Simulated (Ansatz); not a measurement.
Bi2Se3 (model structure, started from the A-La2O3 type, P-3m1, No. 164, 5 atoms in the cell), treated with PBEsol (PAW; Ansatz, a program for electronic structure).

Numerical settings: plane-wave cutoff 500 eV, 12×12×6 k mesh (along the axes of the cell as run), Fermi–Dirac smearing 0.05 eV, scalar-relativistic PAW data made under PBE.

Cell (relaxed at this level):

```cif
data_Bi2Se3
_chemical_formula_sum 'Bi2 Se3'
_space_group_name_H-M_alt 'P-3m1'
_space_group_IT_number 164
_space_group_name_Hall '-P 3 2"'
_cell_length_a 4.11804
_cell_length_b 4.11804
_cell_length_c 9.90801
_cell_angle_alpha 90.000
_cell_angle_beta 90.000
_cell_angle_gamma 120.000
loop_
_atom_site_label
_atom_site_type_symbol
_atom_site_symmetry_multiplicity
_atom_site_Wyckoff_symbol
_atom_site_fract_x
_atom_site_fract_y
_atom_site_fract_z
_atom_site_occupancy
Bi1 Bi 2 d 0.33333 0.66667 0.19356 1
Se1 Se 1 a 0.00000 0.00000 0.00000 1
Se2 Se 2 d 0.66667 0.33333 0.35171 1
```

**Question.** Predict the band gap.

**Answer.** 
- band gap = 0.35 eV (on the SCF k mesh)

Note: the relaxation could raise the start's symmetry but not lower it, so the cell can be a saddle point.

Spin–orbit coupling is not included; with these elements it can move the gap by several tenths of an eV or more.

The computed numbers hold no vibrational or temperature effects.

A model structure was made by putting elements into a prototype or built by hand; it is no filed structure, need not be a known phase, and can be a saddle point held by its symmetry.
